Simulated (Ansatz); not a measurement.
The starting structures come from a database of crystals and need not be the phases stable at ambient conditions.

 Where the default PAW files enter, the runs use the earlier of Ansatz's two default sets.

```yaml
crystal:
  lattice:
    - [4.19870, 0.00000, 0.00000]
    - [-2.09935, 3.63618, 0.00000]
    - [2.09935, -1.21206, 3.42823]
  atoms:
    - { symbol: Mg, position: [0.00000, 0.00000, 0.00000] }
    - { symbol: Se, position: [0.25000, 0.75000, 0.25000] }
```

Space group of this cell: F-43m, zinc blende. The cell is taken as given.

Method: r2SCAN (plane waves, PAW; Ansatz, an electronic-structure program).

The current runs along the normal of the first two printed vectors; no spin-orbit coupling. Scaled by the factor s: both lengths across the current (ions clamped). Meshes 10×10×10 and 12×12 across the current in all rows.

| s | mean pressure (GPa) | band gap (eV) |
|---|---|---|
| 0.98 | 2.5 | 3.52 |
| 1.00 | 0.3 | 3.36 |
| 1.02 | -1.6 | ? |

**Question.** Take the slope of the band gap against ln s from the two given rows, extrapolate to s = 1.02, and say what the run there gives.

**Answer.** Slope = (3.52 − 3.36) / ln 0.98 = -7.92 eV. The line gives 3.36 + (-7.92) × ln 1.02 = 3.20 eV. The run gives 3.13 eV, 0.07 eV under the line, 47 % of the predicted step.
